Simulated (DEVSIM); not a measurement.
Structure: Ru/SiO2/n-Si capacitor, at 300 K.

Layer 1 from the left is SiO2, thickness (nm) 0.720. Layer 2 from the left is Si, thickness (nm) 3100, Nd (cm⁻³) 3.5e16.

Metal gate on the left, work function 4.7 eV. Fixed charge at the semiconductor interface 0 cm⁻² (in units of +e); no interface traps.

This is a model device: material constants are rounded textbook-type values typed into the input, and sizes, dopings and lifetimes were drawn at random. Values at 300 K.

SiO2: gap (eV) 9, affinity (eV) 0.9, permittivity 3.9. Si: gap (eV) 1.124, affinity (eV) 4.05, permittivity 11.7, Nc (cm⁻³) 2.86e19, Nv (cm⁻³) 3.1e19.

Question: Estimate by hand the flat-band voltage, the threshold voltage, and compare with a numerical solution.

Answer: 
- Flat-band voltage: C = 4.80 μF/cm², work-function difference 0.477 V; VFB = φms − qNf/C = 0.48 V; numerical 0.48 V.
- Threshold voltage: φF = 0.388 V, depletion charge √(4εqNφF) = 9.49e-8 C/cm²; VT = VFB − 2φF − Qd/C = -0.32 V; numerical -0.32 V.

Model (solved in DEVSIM): 1D Poisson equation in equilibrium, Boltzmann statistics, complete ionisation; no quantum confinement or tunnelling. Metal contacts follow the ideal Schottky-Mott rule: no Fermi-level pinning, no interface dipoles.
